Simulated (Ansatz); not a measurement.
# HgTe: response to strain

Take HgTe in the zinc blende structure (space group F-43m, No. 216) as the base.

```xyz
2
Lattice="0.0000 3.2549 3.2549 3.2549 0.0000 3.2549 3.2549 3.2549 0.0000" Properties=species:S:1:pos:R:3 pbc="T T T"
Hg     0.0000     0.0000     0.0000
Te     1.6274     1.6274     1.6274
```

Cartesian axes are those of the cell as printed.

Strains are applied to the cell and any free atomic positions relax.

Calculations: Ansatz (an electronic-structure program), PBEsol, PAW, cutoff 420 eV, no spin-orbit coupling.

Notes on the quantities. energy relative to the base: free energy F; pressure: mean of the normal stresses, compression positive.

```tsv
case	energy relative to the base	volume per atom	pressure
base	0 meV/atom	34.48 Å³	0.0 GPa
uniaxial strain ε_zz = −1.50 %	+1.3 meV/atom	33.97 Å³	0.7 GPa
uniaxial strain ε_zz = −1.00 %	+0.6 meV/atom	34.14 Å³	0.4 GPa
uniaxial strain ε_zz = −0.50 %	+0.1 meV/atom	34.31 Å³	0.2 GPa
uniaxial strain ε_zz = +0.50 %	+0.1 meV/atom	34.66 Å³	-0.2 GPa
uniaxial strain ε_zz = +1.00 %	+0.6 meV/atom	34.83 Å³	-0.4 GPa
uniaxial strain ε_zz = +1.50 %	+1.3 meV/atom	35.00 Å³	-0.6 GPa
uniaxial strain ε_zz = +2.00 %	+2.2 meV/atom	35.17 Å³	-0.8 GPa
uniaxial strain ε_zz = +2.50 %	+3.5 meV/atom	35.35 Å³	-1.0 GPa
uniaxial strain ε_zz = +3.00 %	+4.9 meV/atom	35.52 Å³	-1.2 GPa
```

The mesh was chosen for an insulator and is coarse for the gapless case. No phonon test of stability was made. The final runs are not spin-polarised.
